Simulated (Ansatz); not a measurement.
# Cu3Si (P6_3/mmc): band-structure transport figures

Data:

```
CELL_PARAMETERS angstrom
      5.08817     0.00000     0.00000
     -2.54408     4.40648     0.00000
      0.00000     0.00000     4.11790
ATOMIC_POSITIONS crystal
  Si 0.33333 0.66667 0.75000
  Si 0.66667 0.33333 0.25000
  Cu 0.16736 0.33473 0.25000
  Cu 0.83264 0.66527 0.75000
  Cu 0.83264 0.16736 0.75000
  Cu 0.16736 0.83264 0.25000
  Cu 0.66527 0.83264 0.25000
  Cu 0.33473 0.16736 0.75000
```

The numbers are results of PBEsol, rigid bands (plane waves, PAW, scalar-relativistic; Ansatz, an electronic-structure program), not measurements. Geometry: cell and atoms relaxed with PBEsol.

| Item | Value |
|---|---|
| density of states at the Fermi level | 2.14 states/(eV·cell), both spins |
| bare Sommerfeld coefficient | 0.63 mJ/(mol of atoms·K²) |
| Drude plasma energy | 7.1 (x), 7.1 (y), 7.7 (z) eV |
| root-mean-square Fermi velocity | 9.3e5 m/s |
| resistivity times τ | 9.8 (x), 9.8 (y), 8.3 (z) ×10⁻²² Ω·m·s |

A metal at this level (no band gap); rigid bands, thermally averaged at 300 K, both spins. Spin-orbit coupling is left out. τ is one relaxation time for all states.

Computed structure with no diffraction record at hand here (it may be known, metastable or hypothetical): Cu3Si (P6_3/mmc).
